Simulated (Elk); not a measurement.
Band structure of ScIn3 (Pm-3m, 4 atoms in the cell).

```
CELL_PARAMETERS angstrom
      4.49569     0.00000     0.00000
      0.00000     4.49569     0.00000
      0.00000     0.00000     4.49569
ATOMIC_POSITIONS crystal
  Sc 0.00000 0.00000 0.00000
  In 0.00000 0.50000 0.50000
  In 0.50000 0.00000 0.50000
  In 0.50000 0.50000 0.00000
```

Level of theory: PBEsol, all-electron FP-LAPW, Elk's shipped species files, APW+lo basis with extra local orbitals run with Elk.

Settings: xctype = 22; rgkmax = 8; swidth = 0.00367493 Ha; ngridk = 6 6 6; gmaxvr = 18 1/bohr; lmaxapw = 10; lmaxo = 8; nxlo = 2; lorbcnd = true; lradstp = 2; nrmtscf = 2; lmaxi = 4; maxscl = 100.

The starting cell comes from a database of computed structures (which also holds hypothetical and non-ambient phases and stackings), without a prior relaxation at this level. Values depend on the basis (sphere radii, cutoffs, local orbitals), which need not be converged.

Levels in eV from the Fermi level, bands 31 to 38:
```
point     31     32     33     34     35    36    37    38
-----  -----  -----  -----  -----  -----  ----  ----  ----
Γ      -2.60  -1.94  -1.94  -1.94   1.32  1.32  1.32  2.37
X      -1.41  -1.41  -1.10  -0.91   1.18  1.20  1.20  1.33
M      -5.86  -4.02  -0.37  -0.37   1.09  1.51  1.58  2.01
R      -4.87  -4.08  -2.96  -2.96  -2.96  1.24  1.80  1.80
```

Bands cross the Fermi level along this path, so the cell is metallic at this level.
